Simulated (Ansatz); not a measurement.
# Be2Si, pressure series

The parent structure is Be$_{2}$Si (space group Fm-3m, No. 225; a model cell, its experimental status unchecked).

```cif
data_Be2Si
_chemical_formula_sum 'Si1 Be2'
_space_group_name_H-M_alt 'P 1'
_space_group_IT_number 1
_cell_length_a 3.73620
_cell_length_b 3.73620
_cell_length_c 3.73620
_cell_angle_alpha 60.000
_cell_angle_beta 60.000
_cell_angle_gamma 60.000
loop_
_space_group_symop_operation_xyz
  'x, y, z'
loop_
_atom_site_label
_atom_site_type_symbol
_atom_site_fract_x
_atom_site_fract_y
_atom_site_fract_z
_atom_site_occupancy
Si1 Si 0.00000 0.00000 0.00000 1
Be1 Be 0.25000 0.25000 0.25000 1
Be2 Be 0.75000 0.75000 0.75000 1
```

Cell and atoms are relaxed at each pressure.

Levels (all Ansatz, a quantum-chemistry and plane-wave program, PAW): PBE (420 eV, scalar-relativistic without spin-orbit coupling); r2SCAN (500 eV, spin-orbit coupling left out).

The base cell above is that of PBE; each level relaxes its own structures.

```
case              lattice parameter a, PBE  lattice parameter a, r2SCAN
----------------  ------------------------  ---------------------------
pressure −2 GPa                    5.321 Å                      5.319 Å
pressure −1 GPa                    5.302 Å                      5.301 Å
pressure 1.8 GPa                   5.253 Å                      5.253 Å
pressure 4.2 GPa                   5.214 Å                      5.215 Å
pressure 9 GPa                     5.146 Å                      5.148 Å
pressure 18 GPa                    5.040 Å                      5.043 Å
pressure 30 GPa                    4.926 Å                      4.930 Å
pressure 45 GPa                    4.814 Å                      4.818 Å
pressure 60 GPa                    4.721 Å                      4.726 Å
```

The two levels differ by at most about 0.005 Å. They put the cases in the same order.

Load acts through the strain it causes; cell and atoms are relaxed under it. Whether these cells are dynamically stable was not tested. No other phases were tried under pressure. All final runs are without spin polarisation.
